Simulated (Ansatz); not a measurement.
Hypothetical diamond Ba, pressure series

The reference is Ba in the diamond structure (space group Fd-3m, No. 227; a = 7.4043 Å; a hypothetical phase, not in the database extracts checked).

Cell and atoms are relaxed at each pressure.

Method: PBEsol/PAW in Ansatz (a first-principles code), scalar-relativistic without spin-orbit coupling.

Notes on the quantities. enthalpy: H = E + PV relative to the base's energy.

| case | shortest interatomic distance | enthalpy |
|---|---|---|
| base | 3.206 Å | – |
| pressure −1 GPa | 3.313 Å | -0.33 eV/atom |
| pressure 0.3 GPa | 3.184 Å | +0.09 eV/atom |
| pressure 0.7 GPa | 3.161 Å | +0.22 eV/atom |
| pressure 1.5 GPa | 3.122 Å | +0.45 eV/atom |
| pressure 3 GPa | 3.068 Å | +0.88 eV/atom |
| pressure 5 GPa | 3.013 Å | +1.42 eV/atom |
| pressure 7.5 GPa | 2.962 Å | +2.06 eV/atom |
| pressure 10 GPa | 2.920 Å | +2.67 eV/atom |

Load acts through the strain it causes; cell and atoms are relaxed under it. Stability against distortions was not tested. No other phases were tried under pressure.
